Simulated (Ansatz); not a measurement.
## How the lattice constant a of Ta2Ge (model structure, started from the Ni2In type, P6₃/mmc, No. 194, 6 atoms in the cell) moves with the method

No measured value is used here.

```
level (code)         value (Å)
-------------------  ---------
PBE (Ansatz)             4.646
PBEsol (Ansatz)              ?
PBE-D3(BJ) (Ansatz)      4.596
```

**Question.** Complete the blanks.

**Answer.** 
- PBEsol (Ansatz, a quantum-chemistry and plane-wave program), value (Å): 4.592

Density-functional levels without +SOC have no spin–orbit coupling. Ansatz's density-functional and Hartree–Fock values are scalar-relativistic unless marked +SOC, with PAW data made under PBE.

A model structure was made by putting elements into a prototype or built by hand; it is no filed structure, need not be a known phase, and can be a saddle point held by its symmetry.
